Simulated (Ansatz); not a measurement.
The reference is BN in the zinc blende structure (space group F-43m, No. 216; a = 3.6051 Å).

Perturbation: full substitution N → P; the structure is relaxed again.

Levels (all Ansatz, a program for electronic structure, PAW, earlier PAW set): PBEsol (420 eV, no SOC); r2SCAN (500 eV, no spin-orbit coupling); HSE06 (420 eV, without spin-orbit coupling); PBEsol+SOC (420 eV, noncollinear with spin-orbit coupling); HSE06+SOC (420 eV, spin-orbit coupling included).

One geometry, relaxed with PBEsol, under each level:

Notes on the quantities. hole mass: degenerate bands, along [100].

The valence-band top lists the three highest levels at Γ (Kramers pairs under SOC), from the VBM.

| level | band gap | lowest conduction level above the VBM at special points | valence-band top at Γ | electron mass | hole mass | pressure |
|---|---|---|---|---|---|---|
| PBEsol | 1.11 eV | X 1.21 eV; K 2.02 eV; U 2.02 eV; Γ 3.38 eV | 0.00, 0.00, 0.00 eV | 1.3 mₑ along k, 0.22 mₑ across (off the special points) | 0.25, 0.25, 0.34 mₑ (at Γ) | -0.01 GPa |
| r2SCAN | 1.39 eV | X 1.48 eV; K 2.36 eV; U 2.36 eV; Γ 3.61 eV | – | 1.3 mₑ along k, 0.22 mₑ across (off the special points) | 0.24, 0.24, 0.32 mₑ (at Γ) | 1.85 GPa |
| HSE06 | ? | ? | – | – | – | – |
| PBEsol+SOC | 1.10 eV | X 1.19 eV; K 2.01 eV; U 2.01 eV; Γ 3.34 eV | 0.00, 0.00, -0.04 eV | 1.3 mₑ along k, 0.22 mₑ across (off the special points) | 0.25, 0.31 mₑ (at Γ) | -0.01 GPa |
| HSE06+SOC | ? | ? | ? | – | – | – |

Problem. Give the withheld HSE06 and HSE06+SOC results.

Solution. 
- HSE06, band gap: 1.94 eV
- HSE06, lowest conduction level above the VBM at special points: X 2.04 eV; K 2.92 eV; U 2.92 eV; Γ 4.36 eV
- HSE06+SOC, band gap: 1.93 eV
- HSE06+SOC, lowest conduction level above the VBM at special points: X 2.02 eV; K 2.90 eV; U 2.90 eV; Γ 4.31 eV
- HSE06+SOC, valence-band top at Γ: 0.00, 0.00, -0.05 eV

Single points use the geometry relaxed with PBEsol. Their cutoffs differ, which shifts pressures a little. HSE06 was sampled on its mesh, a few special points and the semilocal edge points, so its gap is an upper bound. The spin-orbit shifts are approximate. Effective masses come from finite differences of ±0.01 Å⁻¹. Along k means along the line from Γ to the band edge. Whether these cells are dynamically stable was not tested.
